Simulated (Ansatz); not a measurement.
The parent structure is GaSb in the zinc blende structure (space group F-43m, No. 216).

```xyz
2
Lattice="0.0000 3.0557 3.0557 3.0557 0.0000 3.0557 3.0557 3.0557 0.0000" Properties=species:S:1:pos:R:3 pbc="T T T"
Ga     0.0000     0.0000     0.0000
Sb     1.5279     1.5279     1.5279
```

Cartesian axes are those of the cell as printed.

Method: plane-wave PAW DFT at the PBEsol level (Ansatz, a quantum-chemistry and plane-wave program, 420 eV), spin-orbit coupling left out.

Strains are applied to the cell and any free atomic positions relax.

One change was made to it. Results:

```csv
quantity,base,after
energy relative to the base (free energy F),0 meV/atom,+2.9 meV/atom
band gap,zero,zero
"pressure (mean of the normal stresses, compression positive)",0.0 GPa,0.0 GPa
```

What was done to the base?
A. tensor shear ε_xy = +0.86 %
B. tensor shear ε_xy = +2.00 %
C. tensor shear ε_xy = +0.29 %
D. tensor shear ε_xy = +1.71 %
E. tensor shear ε_xy = +1.43 %

E, tensor shear ε_xy = +1.43 %. For comparison, the energy relative to the base in the other runs: tensor shear ε_xy = +1.71 % gives +4.1 meV/atom; tensor shear ε_xy = +2.00 % gives +5.6 meV/atom; tensor shear ε_xy = +0.29 % gives +0.1 meV/atom; tensor shear ε_xy = +0.86 % gives +1.0 meV/atom.

With Sb present, leaving out spin-orbit coupling can change the band edges. Stability against distortions was not tested. The final runs are not spin-polarised. Gaps under 0.05 eV, about the width of the smearing, are given as zero. The zero or small gap of GaSb can change with the level of theory.
